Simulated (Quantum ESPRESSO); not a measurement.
Input and output of a self-consistent single point for ZnO (P6_3mc, 4 atoms in the cell) (Quantum ESPRESSO).

Method of the run: PBE, PSlibrary PAW (PBE) pseudopotentials (plane waves; Quantum ESPRESSO).

The change in words: lattice scaled by 0.98. Reference geometry:
```xyz
4
Lattice="3.1645 0.0000 0.0000 -1.5823 2.7405 0.0000 0.0000 0.0000 5.1046" Properties=species:S:1:pos:R:3 pbc="T T T"
Zn     1.5823     0.9135     2.5553
Zn     0.0000     1.8270     0.0030
O      1.5823     0.9135     4.4906
O      0.0000     1.8270     1.9383
```

Reference input (self-consistent single point, DFT, PBE, plane waves, PSlibrary PAW (PBE) pseudopotentials): ecutwfc = 55 Ry; ecutrho = 330 Ry; occupations = fixed; potentials = {Zn: Zn.pbe-dn-kjpaw_psl.1.0.0.UPF, O: O.pbe-n-kjpaw_psl.0.1.UPF}; K_POINTS = automatic 10 10 5 0 0 0; nbnd = 22; conv_thr = 1e-11 Ry; mixing_beta = 0.7. This run's input differs from it in these lines:

```diff
@@ -10,3 +10,3 @@
  ibrav = 0
- celldm(1) = 5.98005607
+ celldm(1) = 5.86045503
  nat = 4
@@ -35,3 +35,3 @@
   -0.50000000     0.86602540     0.00000000
-   0.00000000     0.00000000     1.61306647
+   0.00000000     0.00000000     1.61306654
```

The program printed (abridged):

```
     Self-consistent Calculation

     iteration #  1     ecut=    55.00 Ry     beta= 0.70

     total energy              =    -570.51803561 Ry
     estimated scf accuracy    <       0.71476008 Ry

     iteration #  2     ecut=    55.00 Ry     beta= 0.70

     total energy              =    -570.71041933 Ry
     estimated scf accuracy    <       0.75949548 Ry

     iteration #  3     ecut=    55.00 Ry     beta= 0.70

     total energy              =    -570.85448396 Ry
     estimated scf accuracy    <       0.00821938 Ry

   [... 8 blocks of this kind left out ...]

     iteration # 12     ecut=    55.00 Ry     beta= 0.70

     total energy              =    -570.85977343 Ry
     estimated scf accuracy    <          1.0E-11 Ry

     iteration # 13     ecut=    55.00 Ry     beta= 0.70
     End of self-consistent calculation

     highest occupied, lowest unoccupied level (ev):     9.4795   10.4379

!    total energy              =    -570.85977343 Ry
     estimated scf accuracy    <          1.6E-13 Ry

     convergence has been achieved in  13 iterations

     Forces acting on atoms (cartesian axes, Ry/au):

     atom    1 type  1   force =    -0.00000000    0.00000000    0.00026947
     atom    2 type  1   force =     0.00000000    0.00000000    0.00026947
     atom    3 type  2   force =     0.00000000    0.00000000   -0.00026947
     atom    4 type  2   force =     0.00000000    0.00000000   -0.00026947

     Total force =     0.000539     Total SCF correction =     0.000000

          total   stress  (Ry/bohr**3)                   (kbar)     P=      302.69
   0.00205816  -0.00000000   0.00000000          302.77       -0.00        0.00
  -0.00000000   0.00205816   0.00000000           -0.00      302.77        0.00
   0.00000000   0.00000000   0.00205665            0.00        0.00      302.54

   JOB DONE.
```

The run converged in 13 iterations. Against the reference run the free energy rises by 99.1 meV/atom, the pressure goes from 16.38 to 30.27 GPa, the largest force goes from 0.002 to 0.007 eV/Å and the gap on the mesh goes from 0.875 to 0.958 eV.

The starting cell comes from a database of computed structures (which also holds hypothetical and non-ambient phases and stackings), without a prior relaxation at this level. Its lattice was rescaled by a random factor within 2.5 % of one. For this run, on top of that: lattice scaled by 0.98. With a pressure of about 30 GPa the cell is away from its equilibrium volume at this level.
